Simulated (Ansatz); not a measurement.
The starting structures come from a database of crystals and need not be the phases stable at ambient conditions.

 Where the default PAW files enter, the runs use the earlier of Ansatz's two default sets.

The decay constant κ of evanescent states in the gap governs leakage through a thin film.

Given:

```
CELL_PARAMETERS angstrom
      6.11047     0.00000     0.00000
     -3.05524     5.29182     0.00000
      0.00000     0.00000     4.76286
ATOMIC_POSITIONS crystal
  Rb 0.33333 0.66667 0.69644
  Rb 0.66667 0.33333 0.30356
  Zr 0.00000 0.00000 0.00000
  F  0.84032 0.68064 0.76854
  F  0.15968 0.31936 0.23146
  F  0.31936 0.15968 0.76854
  F  0.68064 0.84032 0.23146
  F  0.84032 0.15968 0.76854
  F  0.15968 0.84032 0.23146
```

Space group of this cell: P-3m1. The cell is taken as given.

Transport runs along the normal of the first two printed cell vectors, the (001) plane of the conventional cell.

No gap correction and no spin-orbit coupling; mid-gap values are interpolated between computed energies.

State the band gap and the smallest decay constant κ at mid-gap according to r2SCAN run with Ansatz (a quantum-chemistry and plane-wave program).

Gap 7.60 eV on a 6×6×6 mesh; κ = 0.588 1/Å, at the zone centre.
